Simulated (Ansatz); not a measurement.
SnGe (model structure, started from the 4H type, P6₃mc, No. 186, 8 atoms in the cell)

Method: PBE-D3(BJ) (plane waves, PAW; Ansatz, a program for electronic structure).

Numerical settings: plane-wave cutoff 500 eV, 12×12×4 k mesh (along the axes of the cell as run), Fermi–Dirac smearing 0.05 eV, scalar-relativistic PAW data made under PBE.

Cell (relaxed at this level):

```cif
data_Ge4Sn4
_chemical_formula_sum 'Sn4 Ge4'
_space_group_name_H-M_alt 'P63mc'
_space_group_IT_number 186
_space_group_name_Hall 'P 6c -2c'
_cell_length_a 4.33668
_cell_length_b 4.33668
_cell_length_c 14.21880
_cell_angle_alpha 90.000
_cell_angle_beta 90.000
_cell_angle_gamma 120.000
loop_
_atom_site_label
_atom_site_type_symbol
_atom_site_symmetry_multiplicity
_atom_site_Wyckoff_symbol
_atom_site_fract_x
_atom_site_fract_y
_atom_site_fract_z
_atom_site_occupancy
Sn1 Sn 2 a 0.00000 0.00000 0.49974 1
Sn2 Sn 2 b 0.33333 0.66667 0.25046 1
Ge1 Ge 2 a 0.00000 0.00000 0.31319 1
Ge2 Ge 2 b 0.33333 0.66667 0.06225 1
```

```yaml
band_gap: none
```

Note: the relaxation could raise the start's symmetry but not lower it, so the cell can be a saddle point.

Spin–orbit coupling is not included.

The computed numbers hold no vibrational or temperature effects.

Cost on a shared machine: roughly 9 core-minutes.

A model structure was made by putting elements into a prototype or built by hand; it is no filed structure, need not be a known phase, and can be a saddle point held by its symmetry.
